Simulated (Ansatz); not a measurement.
LiTaO3: biaxial strain +0.79 %, plane normal [001], relaxed out of plane

Start from LiTaO₃ (space group R3c, No. 161).

```yaml
crystal:
  lattice:
    - [2.59590, 1.49875, 4.64067]
    - [-2.59590, 1.49875, 4.64067]
    - [0.00000, -2.99749, 4.64067]
  atoms:
    - { symbol: Li, position: [0.70567, 0.70567, 0.70567] }
    - { symbol: Li, position: [0.20567, 0.20567, 0.20567] }
    - { symbol: Ta, position: [0.98777, 0.98777, 0.98777] }
    - { symbol: Ta, position: [0.48777, 0.48777, 0.48777] }
    - { symbol: O, position: [0.62568, 0.86923, 0.26136] }
    - { symbol: O, position: [0.86923, 0.26136, 0.62568] }
    - { symbol: O, position: [0.26136, 0.62568, 0.86923] }
    - { symbol: O, position: [0.76136, 0.36923, 0.12568] }
    - { symbol: O, position: [0.36923, 0.12568, 0.76136] }
    - { symbol: O, position: [0.12568, 0.76136, 0.36923] }
```

Cartesian axes are those of the cell as printed.

Now apply this change: tensile biaxial strain of 0.79 % in the plane normal to [001], as in epitaxy on a mismatched substrate; the out-of-plane cell vector and the atoms relax.

All numbers come from PBE (Ansatz, a quantum-chemistry and plane-wave program), no spin-orbit coupling. Settings: 8×8×8 k-points, 0.05 eV Fermi–Dirac smearing.

The space group stays R3c (No. 161) and the shortest interatomic distance rises by 0.0023 Å to 1.925 Å. The energy grows by 0.9 meV/atom and the pressure (mean of the normal stresses, compression positive) drops by 1.148 GPa, from -0.01 GPa to -1.15 GPa. The band gap decreases by 0.02 eV to 3.78 eV (an upper bound: an edge found on the path is not a true extremum; both cells) and the out-of-plane strain amounts to -0.45 %.

Final structure (turned so that z lies along the plane normal):

```
CELL_PARAMETERS angstrom
      5.23282     0.00000     0.00000
      2.61641     4.53176     0.00000
      2.61641    -1.51059     4.61968
ATOMIC_POSITIONS crystal
  Li 0.58727 0.70636 0.11909
  Li 0.58727 0.20636 0.61909
  Ta 0.02479 0.98761 0.96282
  Ta 0.02479 0.48761 0.46282
  O  0.87315 0.86610 0.75574
  O  0.11036 0.26074 0.75574
  O  0.50500 0.62889 0.75574
  O  0.50500 0.36610 0.25574
  O  0.11036 0.12889 0.25574
  O  0.87315 0.76074 0.25574
```

Spin-orbit coupling, missing from the scalar runs, can matter with Ta. Whether these cells are dynamically stable was not tested.
